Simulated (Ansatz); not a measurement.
Base system: a 24-atom supercell of AlP in the zinc blende structure (space group F-43m, No. 216) at its relaxed geometry.

```
AlP
1.0
    0.00000     5.47051     5.47051
    5.47051    -5.47051     5.47051
    5.47051     5.47051     0.00000
P Al
12 12
Direct
  0.16667   0.08333   0.16667
  0.16667   0.08333   0.66667
  0.33333   0.41667   0.33333
  0.33333   0.41667   0.83333
  0.50000   0.75000   0.50000
  0.50000   0.75000   0.00000
  0.66667   0.08333   0.16667
  0.66667   0.08333   0.66667
  0.83333   0.41667   0.33333
  0.83333   0.41667   0.83333
  0.00000   0.75000   0.50000
  0.00000   0.75000   0.00000
  0.00000   0.00000   0.00000
  0.00000   0.00000   0.50000
  0.16667   0.33333   0.16667
  0.16667   0.33333   0.66667
  0.33333   0.66667   0.33333
  0.33333   0.66667   0.83333
  0.50000   0.00000   0.00000
  0.50000   0.00000   0.50000
  0.66667   0.33333   0.16667
  0.66667   0.33333   0.66667
  0.83333   0.66667   0.33333
  0.83333   0.66667   0.83333
```

Level of theory: PBEsol (Ansatz, a first-principles code; PAW; 420 eV plane waves; no SOC).

One neutral defect a cell, atoms relaxed at fixed cell.

One change was made to it. Results:

The gap of the supercell becomes zero (base: 1.45 eV); the total moment of the cell amounts to 0.0 μB; the pressure goes from zero to -0.3 GPa; the largest displacement of a host atom from its site in the perfect cell amounts to 0.06 Å.

Problem. Which of these changes matches the shifts?
A. Nb on a Al site
B. Al interstitial (started 2.23 Å from the nearest host atom)
C. P on a Al site (antisite)
D. Al on a P site (antisite)

Solution. C, P on a Al site (antisite). For comparison, the pressure in the other runs: Nb on a Al site gives 1.0 GPa; Al interstitial (started 2.23 Å from the nearest host atom) gives 1.5 GPa; Al on a P site (antisite) gives 1.9 GPa.

Other magnetic orders, which the real material may have, were not ruled out. In so small a cell the defect repeats every few ångströms: this is an ordered compound, not a dilute defect. A case with no gap was solved on a k-mesh chosen for an insulator, which is coarse for it. Starting moments died away, wholly or in part, for P on a Al site (antisite), Al interstitial (started 2.23 Å from the nearest host atom) and Al on a P site (antisite); another magnetic solution may exist.
